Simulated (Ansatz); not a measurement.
Checking a run of Ansatz (an electronic-structure program) on Bi2Pd (C2/m, 6 atoms in the cell). The aim is a self-consistent single point with DFT, PBEsol, plane waves, default PAW files made with PBE.

Cell that was meant: a = 6.7151 Å, b = 6.7151 Å, c = 5.6650 Å, α = 101.92°, β = 101.92°, γ = 36.90°.

Part of the input:

Ansatz 0.2 input:
```yaml
    - { symbol: Pd, position_ang: [1.867481, 0.000000, 4.533779] }
    - { symbol: Pd, position_ang: [9.638667, -0.000000, 0.995220] }
basis:
  ecutwfc: 170.0
kpoints:
  mp_grid:
    grid: [6, 6, 5]
```

The program printed (abridged):

```
   [... lines left out ...]
PAW frozen core: Pd, regenerated for the run's functional, and the local potential with it
Initial density: superposition of atomic densities (neutral atoms: chi_scale 0, normalization atom), corrected by the library's trained network
Initial wavefunctions: pseudopotential atomic-orbital guess
Eigensolver: davidson
Functional: x = pbesol(κ = 0.804, μ = 0.12345679012345678), c = pbesol(β = 0.046)
SCF iter   1: F=—  HF=-62617.597244 eV  |F-HF|=—  |Δ(HF+E_count)|=         —  Δρ=2.34e-1  dr2=5.93e1  ethr=1.77e-3  ⟨swp⟩=6.9  Hψ=11875  notcnv=0
all-band conjugate gradients solve this SCF's bands
preconditioner: auto → Kerker (q_TF=auto, 2.534 Å⁻¹)
SCF iter   2: F=—  HF=-62601.553873 eV  |F-HF|=—  |Δ(HF+E_count)|=    1.60e1  S|Δr|=    0.00e0  Δρ=1.19e-1  dr2=1.52e1  ethr=1.77e-3  ⟨swp⟩=2.0  Hψ=6755  notcnv=0  defer=120
   [... lines left out ...]
SCF iter   7: F=—  HF=-62596.477554 eV  |F-HF|=—  |Δ(HF+E_count)|=   3.11e-5  S|Δr|=    0.00e0  Δρ=5.35e-5  dr2=1.02e-5  ethr=2.73e-7  ⟨swp⟩=2.0  Hψ=3752  notcnv=0  defer=120
SCF iter   8: F=—  HF=-62596.478201 eV  |F-HF|=—  |Δ(HF+E_count)|=   6.47e-4  S|Δr|=    0.00e0  Δρ=2.28e-5  dr2=1.49e-6  ethr=1.06e-8  ⟨swp⟩=2.0  Hψ=4201  notcnv=0  defer=120
SCF iter   9: F=-62596.478201 eV  HF=-62596.478201 eV  |F-HF|=5.14e-8  |Δ(HF+E_count)|=   2.43e-7  S|Δr|=    0.00e0  Δρ=5.08e-6  dr2=9.60e-8  ethr=1.04e-10  ⟨swp⟩=9.1  Hψ=13019  notcnv=0
SCF 1 converged in 9 iterations: F = -62596.478201 eV  dr2 = 9.60e-8
Stability not checked (fill_not_monotonic)
Free energy (F): -62596.478201 eV
Internal energy: -62596.473618 eV  (E = F + TS)
E sigma→0 (E₀):  -62596.477055 eV
Entropy (-TS):   -0.004582 eV (-0.764 meV/atom)
Fermi energy:    13.928640 eV
--- Forces (eV/Å), atoms counted from 1 ---
  atom   1  Bi     0.66276264     0.00000000    -0.23625809
  atom   2  Bi    -0.66276264     0.00000000     0.23625809
  atom   3  Bi     1.37727894     0.00000000     0.39428200
   [... lines left out ...]
  atom   6  Pd     0.04314678    -0.00000000    -0.99191853
--- Stress (GPa, compression-positive) ---
       -7.522437      -0.000000       0.170137
       -0.000000     -13.234141      -0.000000
        0.170136      -0.000000      -7.479241
  P = ⅓ Tr σ = -9.4119 GPa (-94.119 kbar)
  The stress holds the Pulay correction. Without it, at fixed plane waves, as pw.x and ABINIT print it: P = -854.0585 GPa
```

Can these results be used? Check the input.

The run is not sound. The fault is a basis or grid far too coarse for these potentials. The error of an incomplete plane-wave basis or grid does not cancel at such settings. To fix it, restore the cutoff that the potentials need and check convergence. The run converged in 9 iterations without an error; against the sound input the free energy goes up by 31.1 eV/atom, the pressure goes from -0.11 to -9.41 GPa and the largest force goes from 0.524 to 1.433 eV/Å. At a fixed set of plane waves, without the program's Pulay estimate, the pressure is -854.06 GPa against -0.15 GPa.

An input that runs soundly differs in these lines (not the only fix; some lines may just follow from the change or write a value another way):
```diff
-  ecutwfc: 170.0
+  ecutwfc: 420.0
```

With that input, the run converged in 7 iterations: free energy E − TS (on the zero of these files) -62782.8548 eV; Fermi level (on the code's own zero) 13.70 eV; pressure -0.11 GPa; largest force (vector length) 0.524 eV/Å (DFT, PBEsol, plane waves, default PAW files made with PBE).

On the sound input: the starting cell comes from a database of published, mostly measured structures (it also holds non-ambient and calculated ones), without a prior relaxation at this level. Spin polarisation is off. Ansatz's pressure includes its estimate of the finite-basis (Pulay) stress.
